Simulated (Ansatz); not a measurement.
# Hf, response to strain

Start from Hf in the hcp (Mg type) structure (space group P6_3/mmc, No. 194; relaxed with 0.1 eV smearing).

```yaml
crystal:
  lattice:
    - [3.15810, 0.00000, 0.00000]
    - [-1.57905, 2.73500, 0.00000]
    - [0.00000, 0.00000, 5.00450]
  atoms:
    - { symbol: Hf, position: [0.66667, 0.33333, 0.75000] }
    - { symbol: Hf, position: [0.33333, 0.66667, 0.25000] }
```

Strains are applied to the cell and any free atomic positions relax.

The values are results of PBEsol, PAW, 420 eV (Ansatz, an electronic-structure program; without spin-orbit coupling), not measurements.

Candidates:
(a) isotropic strain +3.00 %
(b) isotropic strain +1.00 %
(c) isotropic strain −3.00 %
(d) isotropic strain +2.00 %

Notes on the quantities. energy relative to the base: free energy F.

Order them by energy relative to the base, highest first.

(c) isotropic strain −3.00 % (+67 meV/atom), (a) isotropic strain +3.00 % (+57 meV/atom), (d) isotropic strain +2.00 % (+26 meV/atom), (b) isotropic strain +1.00 % (+6.7 meV/atom)

No phonon test of stability was made. All final runs are without spin polarisation.
